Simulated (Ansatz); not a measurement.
Consider MgSe in the rock salt structure (space group Fm-3m, No. 225; a = 5.4496 Å).

All numbers come from PBEsol, PAW, 420 eV (Ansatz, a program for electronic structure; no spin-orbit coupling).

Base values:

The valley order comes out as X along ⟨100⟩ 1.78 eV; Γ 2.50 eV, the lattice parameter a is 5.450 Å and the smallest direct gap is 2.50 eV.

It is then changed as follows: hydrostatic tension (pressure −1 GPa).

What happens to the valley order, lattice parameter a and smallest direct gap?

The valley order (the lowest conduction-band minima on the path, energy above the VBM, named in the base's zone) changes from X along ⟨100⟩ 1.78 eV; Γ 2.50 eV to X along ⟨100⟩ 1.75 eV; Γ 2.40 eV; the lattice parameter a goes up by 0.029 Å to 5.479 Å; the smallest direct gap shrinks by 0.105 eV to 2.40 eV.

Load acts through the strain it causes; cell and atoms are relaxed under it. Whether these cells are dynamically stable was not tested.
